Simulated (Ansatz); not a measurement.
Defect migration in 2H silicon carbide: interstitial Al, charge state +3. Level of theory: PBE, PAW (plane waves to 420 eV; Ansatz, a first-principles code).

72-site cell at the relaxed PBE lattice, the Γ point alone, smearing 0.01 eV, spin-restricted, no finite-size correction. Energies are static. The host's phase is taken as given; its stability against other phases was not computed. The charge state is imposed; whether it is stable for some Fermi level was not computed. Sites that were not tried may lie lower. The start lies 0.55 eV above the lowest site run (PBE).

Barriers: single points on a 2×2×2 k-point mesh shifted by half a step along c at the bands' geometries (they differ from the bands' own by up to 0.19 eV, and are uncertain by about as much).

The step: one Al atom jumps by itself. Atoms about the jump, Cartesian Å from the middle of the jump, before and after:

```
atom     x0     y0     z0     x1     y1     z1
----  -----  -----  -----  -----  -----  -----
Al1   -0.64  -1.11   0.00   0.64   1.11   0.00
C2     0.64  -0.37   1.18   0.64  -0.36   1.18
C3    -0.95   0.49  -1.61  -0.90   0.58  -1.61
Si4   -0.87   0.61   1.73  -0.97   0.45   1.73
C5    -2.37  -0.38   0.90  -2.45  -0.38   0.97
C6    -0.89   2.31   0.97  -0.85   2.25   0.90
Si7    0.71  -0.33  -1.83   0.64  -0.45  -1.83
Si8   -2.59  -0.35  -1.08  -2.45  -0.37  -0.94
Si9   -0.91   2.31  -0.94  -1.00   2.42  -1.08
C10    0.59  -2.18  -1.61   0.64  -2.22  -1.69
C11    2.25   0.56  -1.69   2.18   0.58  -1.61
Si12   0.74  -2.17   1.73   0.64  -2.17   1.59
Si13   2.20   0.53   1.59   2.25   0.45   1.73
Si14  -0.95  -3.18  -1.08  -0.90  -3.02  -0.96
Si15   2.16   2.29  -0.96   2.28   2.42  -1.08
C16   -0.88  -2.97   0.90  -0.91  -3.06   0.94
C17    2.20   2.32   0.94   2.14   2.25   0.90
C18   -2.46  -2.16  -1.59  -2.44  -2.14  -1.58
C19    0.63   3.19  -1.58   0.64   3.21  -1.59
Si20  -2.49  -2.18   1.61  -2.45  -2.17   1.58
Si21   0.65   3.21   1.58   0.64   3.25   1.61
Si22  -0.98   0.55  -3.57  -0.97   0.58  -3.57
C23   -0.91   0.54   3.60  -0.92   0.52   3.60
Si24  -3.99   0.53   1.55  -4.00   0.51   1.59
Si25  -2.44   3.21   1.59  -2.46   3.19   1.55
C26   -4.06   0.54  -1.62  -4.00   0.53  -1.57
C27   -2.46   3.20  -1.57  -2.50   3.24  -1.62
```

**Question.** Predict the transition state.

**Answer.** 
| atom | x | y | z |
|---|---|---|---|
| Al1 | -0.43 | 0.25 | -0.04 |
| C2 | 0.62 | -0.36 | 1.35 |
| C3 | -0.96 | 0.56 | -1.78 |
| Si4 | -0.95 | 0.55 | 2.02 |
| C5 | -2.34 | -0.35 | 0.93 |
| C6 | -0.87 | 2.20 | 0.93 |
| Si7 | 0.73 | -0.42 | -2.02 |
| Si8 | -2.56 | -0.40 | -1.06 |
| Si9 | -0.93 | 2.42 | -1.06 |
| C10 | 0.63 | -2.20 | -1.69 |
| C11 | 2.22 | 0.56 | -1.69 |
| Si12 | 0.65 | -2.18 | 1.64 |
| Si13 | 2.21 | 0.53 | 1.64 |
| Si14 | -0.91 | -3.05 | -0.97 |
| Si15 | 2.18 | 2.32 | -0.97 |
| C16 | -0.88 | -3.05 | 0.94 |
| C17 | 2.20 | 2.29 | 0.94 |
| C18 | -2.47 | -2.16 | -1.60 |
| C19 | 0.64 | 3.22 | -1.60 |
| Si20 | -2.43 | -2.18 | 1.56 |
| Si21 | 0.67 | 3.19 | 1.56 |
| Si22 | -0.98 | 0.57 | -3.68 |
| C23 | -0.92 | 0.53 | 3.79 |
| Si24 | -3.98 | 0.53 | 1.54 |
| Si25 | -2.45 | 3.19 | 1.54 |
| C26 | -4.04 | 0.54 | -1.60 |
| C27 | -2.49 | 3.23 | -1.59 |
It lies 1.62 eV above the start and 1.62 eV above the end. The program found a first-order saddle point.
